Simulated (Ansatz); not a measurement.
Co3Al (Pm-3m, No. 221, 4 atoms in the cell; start mp-1018101), treated with PBEsol (plane waves, PAW; Ansatz, a program for electronic structure).

Settings: plane-wave cutoff 520 eV, 16×16×16 k mesh, Fermi–Dirac smearing 0.05 eV, spin-polarised start, scalar-relativistic PAW data made under PBE.

Cell (relaxed at this level):

```
CELL_PARAMETERS angstrom
      3.52907     0.00000     0.00000
      0.00000     3.52907     0.00000
      0.00000     0.00000     3.52907
ATOMIC_POSITIONS crystal
  Al 0.00000 0.00000 0.00000
  Co 0.50000 0.50000 0.00000
  Co 0.00000 0.50000 0.50000
  Co 0.50000 0.00000 0.50000
```

**Question.** Estimate the bulk modulus that the calculation returns.

**Answer.** 
bulk modulus: 207 GPa

The run finds no gap.

Note: the magnetic order was assumed, not searched for or taken from measurement; the bulk modulus is −V dP/dV from two relaxed cells at ±2 % in volume; the relaxation could not lower the start's symmetry, so the cell can be a saddle point above a distorted one.

Computed values are for the static lattice.

Computing time: roughly 2.3 core-minutes.

A start named mp-… is a Materials Project structure, which need not be a measured phase.
